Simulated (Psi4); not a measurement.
Psi4 1.11, PBE0/cc-pvtz: C[Si@H](F)CO, 12 atoms. The geometry is a generated start, not checked to be a minimum at this level.

```
Item                                             Result
-----------------------  ------------------------------
task                                             energy
method                                             pbe0
basis                                           cc-pvtz
scf_type                                   df (default)
guess                    auto, which took SAD (default)
diis_max_vecs                              10 (default)
scf_initial_accelerator                 adiis (default)
e_convergence                           1e-06 (default)
d_convergence                           1e-06 (default)
dft_radial_points                          75 (default)
dft_spherical_points                      302 (default)
basis functions                                     252
grid points                                      257923
```

On 4 threads. Build: conda-forge: OpenMP (LLVM), MKL, Libint2. Each setting ran once; only counts and results are compared.

Values of memory tried: 8 GB, 4 GB, 2 GB, 1 GB, 0.5 GB, 0.3 GB.

**Question.** Which of these memory settings still run, and by which path?

**Answer.** It runs down to 0.3 GB, the lowest tried, with the same result. At 8 GB: SCF: fitted integrals in core. From 0.3 GB down: SCF: fitted integrals on disk.

```
memory                           path  peak memory
------  -----------------------------  -----------
8 GB    SCF: fitted integrals in core      2.0 GiB
4 GB    SCF: fitted integrals in core      2.0 GiB
2 GB    SCF: fitted integrals in core      1.4 GiB
1 GB    SCF: fitted integrals in core      1.1 GiB
0.5 GB  SCF: fitted integrals in core     0.80 GiB
0.3 GB  SCF: fitted integrals on disk     0.77 GiB
```

Peak memory is the kernel's count for the largest process, libraries included and scratch files not. The peak passes the setting at 1 GB, 0.5 GB, 0.3 GB: it is no hard cap.
